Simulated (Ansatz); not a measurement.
Start from AlN in the zinc blende structure (space group F-43m, No. 216).

```yaml
crystal:
  lattice:
    - [0.00000, 2.20162, 2.20162]
    - [2.20162, 0.00000, 2.20162]
    - [2.20162, 2.20162, 0.00000]
  atoms:
    - { symbol: N, position: [0.75000, 0.75000, 0.75000] }
    - { symbol: Al, position: [0.00000, 0.00000, 0.00000] }
```

Levels (all Ansatz, an electronic-structure program, PAW): PBE (420 eV, spin-orbit coupling left out); PBEsol (420 eV, no spin-orbit coupling).

Levels that relaxed their own cell: PBE and PBEsol.

```
level   band gap
------  --------
PBE      3.31 eV
PBEsol   3.19 eV
```

Measured: band gap 5.34 eV (temperature not stated; as listed in Daiki Deguchi et al., Japanese Journal of Applied Physics (2016)).

Computed minus measured — band gap: PBE -2.03 eV, PBEsol -2.15 eV (closest: PBE). Measured values not marked as corrected hold thermal and zero-point effects that the static-lattice runs lack. A measured gap can be an optical one, lowered by exciton binding.

Whether these cells are dynamically stable was not tested. This is not the structure that AlN has at room temperature and ambient pressure.
